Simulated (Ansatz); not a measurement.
For Ta2N (P-3m1, No. 164, 3 atoms in the cell; start mp-10196), PBEsol (Ansatz, a first-principles code, PAW) gives:

```
Quantity             Result
------------------  -------
lattice constant a  3.078 Å
c axis length       4.825 Å
```

What does r²SCAN-D4 (plane waves, PAW; Ansatz) give for the same quantities?


- lattice constant a: 3.068 Å (decreases by 0.3 %)
- lattice parameter c: 4.892 Å (increases by 1.4 %)

Changes are worked out from the printed values.

Unless a cell is named, each level is at its own relaxed cell (PBEsol 13.20, r²SCAN-D4 13.30 Å³/atom).

Levels without +SOC leave out spin–orbit coupling, which shifts energies and cells of such heavy elements.

Caveats: the relaxation could not lower the start's symmetry, so the cell can be a saddle point above a distorted one (PBEsol, r²SCAN-D4). Ansatz's density-functional and Hartree–Fock values are scalar-relativistic unless marked +SOC, with PAW data made under PBE.

A start named mp-… is a Materials Project structure, which need not be a measured phase.
